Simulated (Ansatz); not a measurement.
The starting structures come from a database of crystals and need not be the phases stable at ambient conditions.

Data:

```
CELL_PARAMETERS angstrom
      4.29765     0.00000     0.00000
      0.00000     7.00787     0.00000
      2.14883     0.00000     3.72187
ATOMIC_POSITIONS crystal
  Cd 0.00000 0.50977 0.00000
  Cd 0.33333 0.99036 0.33333
  Se 0.33333 0.37425 0.33333
  S  0.00000 0.87762 0.00000
```

Space group of this cell: P3m1. The cell is taken as given; by r2SCAN its mean pressure is -1.7 GPa.

These are r2SCAN (plane waves, PAW; Ansatz, a program for electronic structure) values and carry that method's errors.

The current runs along the normal of the first two printed vectors; no spin-orbit coupling. Scaled by the factor s: all lengths (ions clamped). The meshes follow the cell: 8×6×8 and 8×6 across at s = 0.98, 8×4×8 and 8×4 across at s = 1.00, 8×4×8 and 8×4 across at s = 1.02.

| s | mean pressure (GPa) | slowest mid-gap decay constant κ (1/Å) |
|---|---|---|
| 0.98 | 1.6 | 0.104 |
| 1.00 | -1.7 | 0.095 |
| 1.02 | -4.2 | ? |

Q: Take the slope of the slowest mid-gap decay constant κ against ln s from the two given rows, extrapolate to s = 1.02, and say what the run there gives.

A: Slope = (0.104 − 0.095) / ln 0.98 = -0.445 1/Å. The line gives 0.095 + (-0.445) × ln 1.02 = 0.086 1/Å. The run gives 0.086 1/Å, as the line does.
